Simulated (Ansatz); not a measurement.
A self-consistent single point of InSe (P6_3/mmc, 8 atoms in the cell) with Ansatz (a program for electronic structure).

Level of theory: PBE (plane waves, PAW; Ansatz).

The change in words: lattice scaled by 0.98. Reference geometry:
```yaml
crystal:
  lattice:
    - [4.01344, 0.00000, 0.00000]
    - [-2.00672, 3.47574, 0.00000]
    - [0.00000, 0.00000, 17.30644]
  atoms:
    - { symbol: In, position: [0.33333, 0.66667, 0.33030] }
    - { symbol: In, position: [0.66667, 0.33333, 0.66970] }
    - { symbol: In, position: [0.66667, 0.33333, 0.83030] }
    - { symbol: In, position: [0.33333, 0.66667, 0.16970] }
    - { symbol: Se, position: [0.33333, 0.66667, 0.59732] }
    - { symbol: Se, position: [0.66667, 0.33333, 0.40268] }
    - { symbol: Se, position: [0.66667, 0.33333, 0.09732] }
    - { symbol: Se, position: [0.33333, 0.66667, 0.90268] }
```

Reference input (self-consistent single point, DFT, PBE, plane waves, default PAW files): kpoints.mp_grid.grid = 5 5 1; hamiltonian.xc = pbe; hamiltonian.pseudopotentials = {kind: paw} (the program's default PAW files); scf.occupations.method = fermi_dirac; scf.occupations.width = 0.05 eV. This run's input differs from it in these lines:

Ansatz 0.2 input:
```diff
@@ -3,14 +3,14 @@
   lattice:
-    - [4.01343800, 0.00000000, 0.00000000]
-    - [-2.00671900, 3.47573900, 0.00000000]
-    - [0.00000000, 0.00000000, 17.30644100]
+    - [3.93316900, 0.00000000, 0.00000000]
+    - [-1.96658500, 3.40622400, 0.00000000]
+    - [0.00000000, 0.00000000, 16.96031200]
   atoms:
-    - { symbol: In, position_ang: [-0.00000201, 2.31716049, 5.71631746] }
-    - { symbol: In, position_ang: [2.00672101, 1.15857851, 11.59012354] }
-    - { symbol: In, position_ang: [2.00672101, 1.15857851, 14.36953796] }
-    - { symbol: In, position_ang: [-0.00000201, 2.31716049, 2.93690304] }
-    - { symbol: Se, position_ang: [-0.00000201, 2.31716049, 10.33748334] }
-    - { symbol: Se, position_ang: [2.00672101, 1.15857851, 6.96895766] }
-    - { symbol: Se, position_ang: [2.00672101, 1.15857851, 1.68426284] }
-    - { symbol: Se, position_ang: [-0.00000201, 2.31716049, 15.62217816] }
+    - { symbol: In, position_ang: [-0.00000230, 2.27081714, 5.60199105] }
+    - { symbol: In, position_ang: [1.96658630, 1.13540686, 11.35832095] }
+    - { symbol: In, position_ang: [1.96658630, 1.13540686, 14.08214705] }
+    - { symbol: In, position_ang: [-0.00000230, 2.27081714, 2.87816495] }
+    - { symbol: Se, position_ang: [-0.00000230, 2.27081714, 10.13073356] }
+    - { symbol: Se, position_ang: [1.96658630, 1.13540686, 6.82957844] }
+    - { symbol: Se, position_ang: [1.96658630, 1.13540686, 1.65057756] }
+    - { symbol: Se, position_ang: [-0.00000230, 2.27081714, 15.30973444] }
 kpoints:
```

Output (repeated stretches shortened):

```
SCF iter   1: F=—  HF=-44271.319112 eV  |F-HF|=—  |Δ(HF+E_count)|=         —  Δρ=1.47e-3  dr2=1.70e-2  ethr=1.77e-3  ⟨swp⟩=6.4  Hψ=1400  notcnv=0
all-band conjugate gradients solve this SCF's bands
preconditioner: auto → Resta (q_TF=auto, 2.439 Å⁻¹)
SCF iter   2: F=—  HF=-44271.315818 eV  |F-HF|=—  |Δ(HF+E_count)|=   3.29e-3  Δρ=5.07e-4  dr2=4.81e-4  ethr=1.46e-5  ⟨swp⟩=2.0  Hψ=592  notcnv=0  defer=17
   [... lines left out ...]
SCF iter   4: F=—  HF=-44271.316246 eV  |F-HF|=—  |Δ(HF+E_count)|=   1.70e-4  Δρ=4.74e-5  dr2=7.97e-6  ethr=1.12e-7  ⟨swp⟩=2.0  Hψ=604  notcnv=0  defer=17
SCF iter   5: F=—  HF=-44271.316297 eV  |F-HF|=—  |Δ(HF+E_count)|=   5.13e-5  Δρ=2.13e-5  dr2=1.41e-6  ethr=6.87e-9  ⟨swp⟩=2.0  Hψ=612  notcnv=0  defer=17
SCF iter   6: F=—  HF=-44271.316299 eV  |F-HF|=—  |Δ(HF+E_count)|=   2.14e-6  Δρ=7.69e-6  dr2=1.58e-7  ethr=1.21e-9  ⟨swp⟩=2.0  Hψ=581  notcnv=0  defer=17
SCF iter   7: F=-44271.316300 eV  HF=-44271.316300 eV  |F-HF|=8.20e-9  |Δ(HF+E_count)|=   3.27e-7  Δρ=1.41e-6  dr2=4.52e-9  ethr=8.62e-11  ⟨swp⟩=9.2  Hψ=1422  notcnv=0
SCF 1 converged in 7 iterations: F = -44271.316300 eV  dr2 = 4.52e-9
Free energy (F): -44271.316300 eV
Internal energy: -44271.316266 eV  (E = F + TS)
E sigma→0 (E₀):  -44271.316283 eV
Entropy (-TS):   -0.000034 eV (-0.004 meV/atom)
Fermi energy:    7.960308 eV
--- Forces (eV/Å), atoms counted from 1 ---
  atom   1  In     0.00000000    -0.00000000    -0.42174871
  atom   2  In     0.00000000     0.00000000     0.42174871
  atom   3  In     0.00000000    -0.00000000    -0.42174871
  atom   4  In    -0.00000000     0.00000000     0.42174871
  atom   5  Se    -0.00000000    -0.00000000    -0.88627059
  atom   6  Se     0.00000000     0.00000000     0.88627059
  atom   7  Se     0.00000000    -0.00000000    -0.88627059
  atom   8  Se    -0.00000000     0.00000000     0.88627059
--- Stress (GPa, compression-positive) ---
        6.739463      -0.000000       0.000000
       -0.000000       6.739463       0.000000
        0.000000       0.000000       6.134952
  P = ⅓ Tr σ = 6.5380 GPa (65.380 kbar)
  The stress holds the Pulay correction. Without it, at fixed plane waves, as pw.x and ABINIT print it: P = 6.5050 GPa
```

The run converged in 7 iterations. Against the reference run the free energy goes up by 50.4 meV/atom, the pressure goes from 2.76 to 6.54 GPa, the largest force goes from 0.353 to 0.886 eV/Å and the gap on the mesh goes from 0.587 to 0.763 eV.

The starting cell comes from a database of computed structures (which also holds hypothetical and non-ambient phases and stackings), without a prior relaxation at this level. Its lattice was rescaled by a random factor within 2.5 % of one. For this run, on top of that: lattice scaled by 0.98. With a pressure of about 7 GPa the cell is away from its equilibrium volume at this level. Ansatz's pressure includes its estimate of the finite-basis (Pulay) stress.
